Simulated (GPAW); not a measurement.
Worked example: self-consistent single point of MgSc (Pmma, 4 atoms in the cell) in GPAW.

Method of the run: PBEsol, GPAW PAW datasets PBEsol (made by gpaw-setup) (plane waves; GPAW).

```
CELL_PARAMETERS angstrom
      5.19868     0.00000     0.00000
      0.00000     3.36280     0.00000
      0.00000     0.00000     5.34891
ATOMIC_POSITIONS crystal
  Mg 0.75000 0.50000 0.80541
  Mg 0.25000 0.50000 0.19459
  Sc 0.75000 0.00000 0.30405
  Sc 0.25000 0.00000 0.69595
```

Reference input (self-consistent single point, DFT PBEsol, plane waves, GPAW PAW datasets PBEsol (made by gpaw-setup)): mode = pw; ecut = 850 eV; xc = PBEsol; kpts = 4 5 4; mesh shift (steps) = 0 0 0; occupations.name = methfessel-paxton; occupations.width = 0.1 eV; occupations.order = 0; nbands = -8; symmetry.symmorphic = false; symmetry.tolerance = 0.0005; maxiter = 120. This run's input differs from it in these lines:

```diff
@@ -19,2 +19,3 @@
             nbands=-8,
+            convergence={'energy': 2e-14, 'density': 7e-09, 'eigenstates': 2e-18},
             symmetry={'symmorphic': False, 'tolerance': 0.0005},
```

Log, with long lists cut:

```
     iter     time        total  log10-change:
                         energy   eigst   dens
iter:   1 --:--:--   -13.828226
iter:   2 --:--:--   -13.900704   -0.14  -1.51
iter:   3 --:--:--   -13.779637   -0.63  -1.54
iter:   4 --:--:--   -13.875203   -0.81  -1.80
iter:   5 --:--:--   -14.064088   -0.94  -2.08
   [... 44 lines left out ...]
iter:  50 --:--:--   -13.796338  -13.22  -7.74
iter:  51 --:--:--   -13.796338  -13.17  -7.91
iter:  52 --:--:--   -13.796338  -13.87  -8.08
iter:  53 --:--:--   -13.796338  -14.16  -8.15
iter:  54 --:--:--   -13.796338  -14.24  -8.34c
iter:  55 --:--:--   -13.796338  -14.35  -8.41c
   [... lines left out ...]
iter: 120 --:--:--   -13.796338  -17.15  -12.16c

Did not converge!

Here are some tips:

1) Make sure the geometry and spin-state is physically sound.
2) Use less aggressive density mixing.
3) Solve the eigenvalue problem more accurately at each scf-step.
4) Use a smoother distribution function for the occupation numbers.
5) Try adding more empty states.
6) Use enough k-points.
7) Don't let your structure optimization algorithm take too large steps.
8) Solve the Poisson equation more accurately.
9) Better initial guess for the wave functions.

See details here:

    https://gpaw.readthedocs.io/documentation/convergence.html
Traceback (most recent call last):
   [... frames left out ...]
gpaw.KohnShamConvergenceError: Did not converge!  See text output for help.
```

The run ended unconverged after 120 iterations. 

The starting cell comes from a database of computed structures (which also holds hypothetical and non-ambient phases and stackings), without a prior relaxation at this level.

Cost on one core of a shared machine: roughly 5 min.
